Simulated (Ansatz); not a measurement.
# Thermal expansion of Al in the fcc (Cu type) structure

Method: the quasi-harmonic free energy, PBEsol density-functional theory in Ansatz (plane waves, PAW); phonon mesh 4×4×4, k mesh 16×16×16. The run noted for some of its cells that some bands missed the eigensolver's tolerance. The pressure is 15 GPa. The structure is held there; whether it is the stable one at that pressure was not tested.

| T (K) | α_L (10⁻⁶/K) | C_P (J/mol/K) | bulk modulus B_T (GPa) | γ |
|---|---|---|---|---|
| 50 | 0.8 | 1.7 | 142 | 1.65 |
| 100 | 4.1 | 8.9 | 142 | 1.68 |
| 150 | 6.9 | 14.9 | 141 | 1.68 |
| 200 | 8.6 | 18.5 | 140 | 1.69 |
| 250 | 9.7 | 20.7 | 139 | 1.69 |
| 300 | 10.4 | 22.2 | 138 | 1.70 |
| 350 | 10.9 | 23.1 | 137 | 1.70 |
| 400 | 11.3 | 23.8 | 136 | 1.70 |
| 450 | 11.6 | 24.4 | 135 | 1.71 |
| 500 | 11.9 | 24.8 | 134 | 1.71 |
| 550 | 12.1 | 25.2 | 132 | 1.72 |
| 600 | 12.3 | 25.5 | 131 | 1.72 |
| 650 | 12.5 | 25.8 | 130 | 1.72 |
| 700 | 12.7 | 26.0 | 129 | 1.73 |

```yaml
conventional lattice constants at 300 K: a = 3.854 Å
entropy at 300 K: 21.8 J/(mol K)
adiabatic bulk modulus at 300 K: 140 GPa
bulk_modulus_without_vibrations: 145 GPa
zero_point_volume_expansion: 0.67 %
```

Values include zero-point motion; explicit anharmonicity at fixed volume is left out.

The crystal is held in this phase throughout; melting and phase transitions are not modelled.

The PAW data sets were generated under PBE and serve the other functionals too.

Ansatz is a quantum-chemistry and plane-wave program.
